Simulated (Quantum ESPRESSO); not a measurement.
Troubleshooting Quantum ESPRESSO: a failed run on Ba3Al2P4 (Pnma, 36 atoms in the cell). The aim is a self-consistent single point with DFT, LDA (PW92), plane waves, PseudoDojo standard norm-conserving (LDA) pseudopotentials.

Cell that was meant: a = 7.3362 Å, b = 11.6123 Å, c = 11.6889 Å, α = 90.00°, β = 90.00°, γ = 90.00°.

Part of the input:

```fortran
/
&electrons
    conv_thr = 1e-8
    electron_maxstep = 2
/
ATOMIC_SPECIES
Ba   137.3270  Ba.upf
```

The program printed (abridged):

```
     Self-consistent Calculation

     iteration #  1     ecut=    60.00 Ry     beta= 0.70

---- Real-time Memory Report at c_bands before calling an iterative solver
          1292 MiB given to the printing process from OS
          1138 MiB allocation reported by mallinfo(arena+hblkhd)
------------------

     total energy              =    -935.46434988 Ry
     estimated scf accuracy    <       2.64583652 Ry

     iteration #  2     ecut=    60.00 Ry     beta= 0.70

---- Real-time Memory Report at c_bands before calling an iterative solver
          1530 MiB given to the printing process from OS
          1265 MiB allocation reported by mallinfo(arena+hblkhd)
------------------

     total energy              =    -936.25397807 Ry
     estimated scf accuracy    <       2.73832019 Ry
     End of self-consistent calculation

     convergence NOT achieved after   2 iterations: stopping

   JOB DONE.
```

Problem. What is wrong, and how is it fixed?

Solution. The fault is an iteration limit that is too low. The loop is cut before its threshold is met, so whatever is printed at the end is not self-consistent. To fix it, raise the limit, or leave it to the default. The run ended unconverged after 2 iterations.

The sound input it was made from differs as follows (other fixes are possible):
```diff
-    electron_maxstep = 2
```

With that input, the run converged in 13 iterations: free energy E − TS -12746.4428 eV; top of the valence band (on the code's own zero) 6.72 eV; gap on the k-point mesh 1.19 eV; pressure -3.27 GPa; largest force (vector length) 0.215 eV/Å (DFT, LDA (PW92), plane waves, PseudoDojo standard norm-conserving (LDA) pseudopotentials).

On the sound input: the starting cell comes from a database of computed structures (which also holds hypothetical and non-ambient phases and stackings), without a prior relaxation at this level. With a pressure of about -3 GPa the cell is away from its equilibrium volume at this level.
